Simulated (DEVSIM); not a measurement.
Device: Ru/AlN/p-Ge capacitor, at 300 K.

| layer (left to right) | material | thickness (nm) | Na (cm⁻³) |
|---|---|---|---|
| 1 | AlN | 16.0 | - |
| 2 | Ge | 470 | 1.6e18 |

Metal gate on the left, work function 4.7 eV. Fixed charge at the semiconductor interface 8.9e10 cm⁻² (in units of +e); no interface traps.

This is a model device: material constants are rounded textbook-type values typed into the input, and sizes, dopings and lifetimes were drawn at random. Values at 300 K.

```csv
parameter,AlN,Ge
gap (eV),6.1,0.664
affinity (eV),1.9,4
permittivity,8.5,16
Nc (cm⁻³),-,1.04e19
Nv (cm⁻³),-,6e18
```

Model (solved in DEVSIM): 1D Poisson equation in equilibrium, Boltzmann statistics, complete ionisation; no quantum confinement or tunnelling. Metal contacts follow the ideal Schottky-Mott rule: no Fermi-level pinning, no interface dipoles.

Base results: flat-band voltage (V) 0.04; capacitance of the dielectric stack (μF/cm²) 0.470; minimum of the low-frequency capacitance (μF/cm²) 0.272.

Question: What follows from this one change: interface trap density 0 → 3e+11 cm^-2 eV^-1?

Answer: flat-band voltage 0.04 → 0.02 V; capacitance of the dielectric stack little changed (0.470 μF/cm²); minimum of the low-frequency capacitance 0.272 → 0.280 μF/cm².

Question: What follows from this one change: fixed charge 8.9e+10 → -8.56e+11 cm^-2?

Answer: flat-band voltage 0.04 → 0.36 V; capacitance of the dielectric stack little changed (0.470 μF/cm²); minimum of the low-frequency capacitance little changed (0.274 μF/cm²).

Question: What follows from this one change: gate work function 4.7 → 5 eV?

Answer: flat-band voltage 0.04 → 0.34 V; capacitance of the dielectric stack little changed (0.470 μF/cm²); minimum of the low-frequency capacitance little changed (0.273 μF/cm²).

Question: What follows from this one change: AlN thickness 0.016 → 0.019 μm?

Answer: flat-band voltage little changed (0.03 V); capacitance of the dielectric stack 0.470 → 0.396 μF/cm²; minimum of the low-frequency capacitance 0.272 → 0.245 μF/cm².
